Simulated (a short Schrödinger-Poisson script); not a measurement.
From a short Schrödinger-Poisson script (our own, NumPy): 1D Poisson equation in equilibrium, electrons quantum, Hartree (BenDaniel-Duke, 40 states a valley, the channel's in-plane mass for all, wave functions free to enter the barrier), parabolic valleys, classical holes, donors ionised by Fermi statistics, acceptors fully, no traps, pinning or gate leakage.

Structure: gated Al0.3Ga0.7As/GaAs modulation-doped gas, at 300 K.

From the gate side: 15 nm Al0.3Ga0.7As; 30 nm Al0.3Ga0.7As, donors 5.9e17 cm⁻³; 10 nm Al0.3Ga0.7As; 6000 nm GaAs, acceptors 2e15 cm⁻³.

The device is made up for the run: typed textbook-type constants, with dimensions and the other settings drawn at random. Al0.3Ga0.7As: permittivity 12.05, conduction-band edge (eV) 0.237, gap (eV) 1.798, electron mass (mₑ) 0.0919, Nv at 300 K (cm⁻³) 9e18. GaAs: permittivity 12.9, conduction-band edge (eV) 0, gap (eV) 1.424, Nv at 300 K (cm⁻³) 9e18.

Channel valleys (confinement mass, in-plane density-of-states mass, number): Γ 0.067, 0.067, 1. At the gate the conduction-band edge of layer 1 lies 0.99 eV − eVg above the Fermi level of the channel; the field vanishes at the back. Donor level 0.006 eV below the band edge. The barrier under the gate holds no holes. Gaps are held at their typed values at every temperature. Mesh 0.08 nm at interfaces.

Q: Give the gate voltage at 1e11 electrons/cm² (V); the capacitance at Vg = 0.5 V (μF/cm²); the sheet density of all electrons at Vg = 0 V (cm⁻²).

A: gate voltage at 1e11 electrons/cm² (V): 0.17; capacitance at Vg = 0.5 V (μF/cm²): 0.251; sheet density of all electrons at Vg = 0 V (cm⁻²): 6.22e9.
